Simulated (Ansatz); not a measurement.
**A computed series for Rh: response to strain**

The parent structure is Rh in the fcc (Cu type) structure (space group Fm-3m, No. 225).

```
CELL_PARAMETERS angstrom
      0.00000     1.90000     1.90000
      1.90000     0.00000     1.90000
      1.90000     1.90000     0.00000
ATOMIC_POSITIONS crystal
  Rh 0.00000 0.00000 0.00000
```

Cartesian axes are those of the cell as printed.

Strains are applied to the cell and any free atomic positions relax; under biaxial strain the out-of-plane vector relaxes too; under stress the whole cell relaxes.

All numbers come from r2SCAN, PAW, 500 eV (Ansatz, a quantum-chemistry and plane-wave program; no spin-orbit coupling).

Candidates:
(a) uniaxial strain ε_yy = −3.77 %
(b) biaxial strain −0.82 %, plane normal [110], relaxed out of plane
(c) uniaxial stress, 2 GPa tension along z
(d) uniaxial strain ε_zz = −2.57 %
(e) biaxial strain +1.14 %, plane normal [001], relaxed out of plane

Notes on the quantities. energy relative to the base: free energy F.

### Question
Order them by energy relative to the base, lowest first.

### Answer
(c) uniaxial stress, 2 GPa tension along z (+0.5 meV/atom), (b) biaxial strain −0.82 %, plane normal [110], relaxed out of plane (+3.4 meV/atom), (e) biaxial strain +1.14 %, plane normal [001], relaxed out of plane (+5.1 meV/atom), (d) uniaxial strain ε_zz = −2.57 % (+13 meV/atom), (a) uniaxial strain ε_yy = −3.77 % (+30 meV/atom)

Without a gap, meshes like the base's 21×21×21 leave anisotropic stresses uncertain by several tenths of a GPa, and small strain energies with them. Stability under load was not tested beyond the relaxation. The final runs are not spin-polarised.
